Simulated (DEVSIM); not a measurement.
Structure: GaP/Si p-n heterojunction, at 300 K.

```tsv
layer (left to right)	material	thickness (μm)	Nd (cm⁻³)	Na (cm⁻³)	τn (s)	τp (s)
1	GaP	0.840	-	1.4e16	4.6e-7	4.6e-7
2	Si	0.130	1.4e16	-	4.6e-7	4.6e-7
```

Left contact: ohmic. Right contact: ohmic. Voltage is applied to the left contact. Recombination: SRH at mid-gap, radiative. Mobility is μmin + (μ − μmin)/(1 + (N/Nref)^α).

The device is made up for the run: typed textbook-type constants, with dimensions and the other settings drawn at random. Values at 300 K.

```tsv
parameter	GaP	Si
gap (eV)	2.26	1.124
affinity (eV)	3.8	4.05
permittivity	11.1	11.7
Nc (cm⁻³)	1.8e19	2.86e19
Nv (cm⁻³)	1.9e19	3.1e19
μn (cm²/Vs)	250	1417
μp (cm²/Vs)	150	470
μn,min	10	52
μp,min	10	45
Nref,n	4.4e18	9.7e16
Nref,p	1e18	2.2e17
αn	0.8	0.68
αp	0.85	0.72
B (cm³/s)	1e-13	4.7e-15
```

DEVSIM, 1D drift-diffusion, Boltzmann statistics, complete ionisation; no tunnelling, impact ionisation, image-force lowering or self-heating. Band offsets follow the typed affinities; no thermionic-emission limit at abrupt steps, no polarisation charge.

The doping Nd of layer 2 was swept, all else fixed.

| doping Nd of layer 2 (cm^-3) | largest field in the device at zero bias (V/cm) | dark forward voltage at 1 A/cm² (V) | potential step across the device at zero bias (V) |
|---|---|---|---|
| 4.2e14 | 61000 | 1.009 | 1.536 |
| 1.4e15 | 62000 | 1.044 | 1.567 |
| 4.2e15 | 63000 | 1.085 | 1.595 |
| 1.4e16 | 66000 | 1.184 | 1.626 |
| 4.2e16 | 75000 | 1.327 | 1.655 |
| 1.4e17 | 83000 | 1.409 | 1.686 |
| 4.2e17 | 86000 | [?] | 1.714 |

Q: Complete the blanks.

A: 
- 4.2e17, dark forward voltage at 1 A/cm² (V): 1.457
